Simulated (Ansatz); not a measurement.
Base system: Cr in the bcc (W type) structure (space group Im-3m, No. 229; a = 2.8479 Å; non-magnetic).

Method: PBE (Ansatz, a program for electronic structure, PAW, spin-orbit coupling left out).

Before the change:

* **Lattice parameter a**: 284.8 pm
* **Band gap**: zero

The change: cell and atoms relaxed at a pressure of 50 GPa.

**Question.** What happens to the lattice parameter a?

**Answer.** The lattice parameter a shrinks by 13.3 pm to 271.5 pm.

**Question.** How does this affect the band gap?

**Answer.** The band gap is still zero.

Load acts through the strain it causes; cell and atoms are relaxed under it. No phonon test of stability was made. No other phases were tried under pressure. Starting moments died away, wholly or in part, for the base; another magnetic solution may exist. All final runs are without spin polarisation. Real Cr is antiferromagnetic at low temperature and ambient pressure, an order that this cell doesn't hold.
